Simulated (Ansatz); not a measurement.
AlB2-type HfB2, treated with r²SCAN+rVV10 (Ansatz, a program for electronic structure, plane waves, PAW).

Settings: plane-wave cutoff 600 eV, 24×24×18 k mesh (along the axes of the cell as run), Fermi–Dirac smearing 0.094 eV (set by the program), scalar-relativistic PAW data made under PBE.

Computed at the level's own relaxed cell.

```
CELL_PARAMETERS angstrom
      3.13246     0.00000     0.00000
     -1.56623     2.71279     0.00000
      0.00000     0.00000     3.47068
ATOMIC_POSITIONS crystal
  Hf 0.00000 0.00000 0.00000
  B  0.66667 0.33333 0.50000
  B  0.33333 0.66667 0.50000
```

Give the elastic tensor (Voigt notation, GPa, ions relaxed, in the Cartesian axes of the cell as printed).


```
  628.0    63.0   124.3     0.0     0.0     0.0
   63.0   628.0   124.3     0.0     0.0     0.0
  124.3   124.3   465.4     0.0     0.0     0.0
    0.0     0.0     0.0   275.4     0.0     0.0
    0.0     0.0     0.0     0.0   275.4     0.0
    0.0     0.0     0.0     0.0     0.0   282.5
```

Spin–orbit coupling is not included.

Computed values are for the static lattice.
